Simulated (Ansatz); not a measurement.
Base system: Ta in the bcc (W type) structure (space group Im-3m, No. 229; a = 3.3051 Å). Axes: x, y, z lie along the cube axes.

All numbers come from DFT with r2SCAN, PAW potentials and a 500 eV plane-wave cutoff in Ansatz (a quantum-chemistry and plane-wave program), without spin-orbit coupling, earlier PAW set.

Base values:

The shortest interatomic distance is 2.862 Å.

It is then changed as follows: a free-standing slab of 7 layers (7 atoms, 1 a layer) is cut normal to [110], with 15 Å of vacuum and the in-plane cell held at bulk.

Question: Predict the new excess energy per area of both faces.

Answer: The excess energy per area of both faces (slab less bulk energy over the cell's area: twice a surface energy) amounts to 5.1 J/m² (uncertain by up to 0.1 J/m²).

Question: Predict the new change of the spacing d12 from its bulk value of 2.337 Å.

Answer: The change of the spacing d12 from its bulk value of 2.337 Å comes out as -4.5 %.

Question: How does this affect the shortest interatomic distance?

Answer: The shortest interatomic distance falls by 0.086 Å, from 2.862 Å to 2.776 Å.

Question: Estimate the effect on the change of the spacing d23 from its bulk value of 2.337 Å.

Answer: The change of the spacing d23 from its bulk value of 2.337 Å is 0.0 %.

The excess energy carries the mismatch between the slab's and the bulk's meshes. Whether these cells are dynamically stable was not tested. The final runs are not spin-polarised.
